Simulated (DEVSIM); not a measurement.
Structure: Ni/Si3N4/p-Ge capacitor, at 300 K.

Layer 1 from the left is Si3N4, thickness (nm) 2.90. Layer 2 from the left is Ge, thickness (nm) 4600, Na (cm⁻³) 1.7e16.

Metal gate on the left, work function 5.1 eV. Fixed charge at the semiconductor interface 1.4e11 cm⁻² (in units of +e); no interface traps.

This is a model device: material constants are rounded textbook-type values typed into the input, and sizes, dopings and lifetimes were drawn at random. Values at 300 K.

Si3N4: gap (eV) 5.1, affinity (eV) 2.1, permittivity 7.5. Ge: gap (eV) 0.664, affinity (eV) 4, permittivity 16, Nc (cm⁻³) 1.04e19, Nv (cm⁻³) 6e18.

Estimate by hand the flat-band voltage, the threshold voltage, and compare with a numerical solution.


- Flat-band voltage: C = 2.29 μF/cm², work-function difference 0.588 V; VFB = φms − qNf/C = 0.58 V; numerical 0.58 V.
- Threshold voltage: φF = 0.173 V, depletion charge √(4εqNφF) = 5.17e-8 C/cm²; VT = VFB + 2φF + Qd/C = 0.95 V; numerical 0.95 V.

DEVSIM, 1D Poisson equation in equilibrium, Boltzmann statistics, complete ionisation; no quantum confinement or tunnelling. Metal contacts follow the ideal Schottky-Mott rule: no Fermi-level pinning, no interface dipoles.
